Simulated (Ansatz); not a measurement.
# SnO: pressure series

Take SnO in the litharge type structure (space group P4/nmm, No. 129; layered, stacked along the Cartesian z axis) as the base.

```cif
data_O2Sn2
_chemical_formula_sum 'Sn2 O2'
_space_group_name_H-M_alt 'P4/nmm :1'
_space_group_IT_number 129
_space_group_name_Hall 'P 4ab 2ab -1ab'
_cell_length_a 3.83710
_cell_length_b 3.83710
_cell_length_c 4.75861
_cell_angle_alpha 90.000
_cell_angle_beta 90.000
_cell_angle_gamma 90.000
loop_
_space_group_symop_operation_xyz
  'x, y, z'
  '-y+1/2, x+1/2, z'
  '-x, -y, z'
  'y+1/2, -x+1/2, z'
  'x+1/2, -y+1/2, -z'
  '-y, -x, -z'
  '-x+1/2, y+1/2, -z'
  'y, x, -z'
  '-x+1/2, -y+1/2, -z'
  'y, -x, -z'
  'x+1/2, y+1/2, -z'
  '-y, x, -z'
  '-x, y, z'
  'y+1/2, x+1/2, z'
  'x, -y, z'
  '-y+1/2, -x+1/2, z'
loop_
_atom_site_label
_atom_site_type_symbol
_atom_site_symmetry_multiplicity
_atom_site_Wyckoff_symbol
_atom_site_fract_x
_atom_site_fract_y
_atom_site_fract_z
_atom_site_occupancy
Sn1 Sn 2 c 0.50000 0.00000 0.24344 1
O1 O 2 a 0.00000 0.00000 0.00000 1
```

Cell and atoms are relaxed at each pressure.

Method: PBE-D3(BJ), PAW, 420 eV (Ansatz, a quantum-chemistry and plane-wave program; without spin-orbit coupling).

Computed cases, in order: pressure −1 GPa; 0 GPa (base); pressure 1.8 GPa; pressure 4.2 GPa; pressure 9 GPa; pressure 18 GPa; pressure 30 GPa; pressure 45 GPa; pressure 60 GPa.

Problem. Between which two neighbouring cases does the band gap open or close?

Solution. Between pressure −1 GPa (0.21 eV) and 0 GPa (base) (zero). The whole series: pressure −1 GPa: 0.21 eV; 0 GPa (base): zero; pressure 1.8 GPa: zero; pressure 4.2 GPa: zero; pressure 9 GPa: zero; pressure 18 GPa: zero; pressure 30 GPa: zero; pressure 45 GPa: zero; pressure 60 GPa: zero.

Load acts through the strain it causes; cell and atoms are relaxed under it. Whether these cells are dynamically stable was not tested. Competing high-pressure phases were not computed. The final runs are not spin-polarised. A zero or small gap of SnO can be the functional's error rather than a property of the material.
